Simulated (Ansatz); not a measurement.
We consider ScIr₃ (model structure, started from the D022 type, I4/mmm, No. 139, 4 atoms in the cell), described by r²SCAN in Ansatz (PAW).

Settings: plane-wave cutoff 560 eV, 20×20×20 k mesh, Fermi–Dirac smearing 0.05 eV, no spin polarisation, scalar-relativistic PAW data made under PBE.

Cell (relaxed at this level):

```xyz
4
Lattice="-1.9654 1.9654 3.9187 1.9654 -1.9654 3.9187 1.9654 1.9654 -3.9187" Properties=species:S:1:pos:R:3 pbc="T T T"
Ir     0.0000     0.0000     3.9187
Ir     0.0000     1.9654     1.9593
Ir     1.9654     0.0000     1.9593
Sc     0.0000     0.0000     0.0000
```

Q: Give the computed bulk modulus B0.

A: 
- bulk modulus B0 = 261 GPa

Note: the run has no spin polarisation, so it can have missed a magnetic state; the bulk modulus is −V dP/dV from two relaxed cells at ±2 % in volume; the relaxation could raise the start's symmetry but not lower it, so the cell can be a saddle point.

Spin–orbit coupling is not included.

The computed numbers hold no vibrational or temperature effects.

A model structure was made by putting elements into a prototype or built by hand; it is no filed structure, need not be a known phase, and can be a saddle point held by its symmetry.

Ansatz is a quantum-chemistry and plane-wave program.
